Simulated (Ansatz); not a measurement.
# A computed series for hypothetical diamond Se: response to strain

The reference is Se in the diamond structure (space group Fd-3m, No. 227; a hypothetical phase, not in the database extracts checked; relaxed with 0.1 eV smearing).

```
CELL_PARAMETERS angstrom
      0.00000     3.11137     3.11137
      3.11137     0.00000     3.11137
      3.11137     3.11137     0.00000
ATOMIC_POSITIONS crystal
  Se 0.25000 0.25000 0.25000
  Se 0.00000 0.00000 0.00000
```

Cartesian axes are those of the cell as printed.

Strains are applied to the cell and any free atomic positions relax.

Levels (all Ansatz, a program for electronic structure, PAW): PBEsol (420 eV, spin-orbit coupling left out); r2SCAN (500 eV, without spin-orbit coupling).

Pressures by level, all at the geometries relaxed with PBEsol:

```
case                              PBEsol   r2SCAN
------------------------------  --------  -------
base                             0.0 GPa  1.4 GPa
isotropic strain −1.93 %         2.9 GPa  4.5 GPa
uniaxial strain ε_xx = +0.76 %  -0.3 GPa  1.1 GPa
uniaxial strain ε_yy = +2.63 %  -1.1 GPa  0.2 GPa
```

Single points use the geometry relaxed with PBEsol. Their cutoffs differ, which shifts pressures a little. Stability against distortions was not tested.
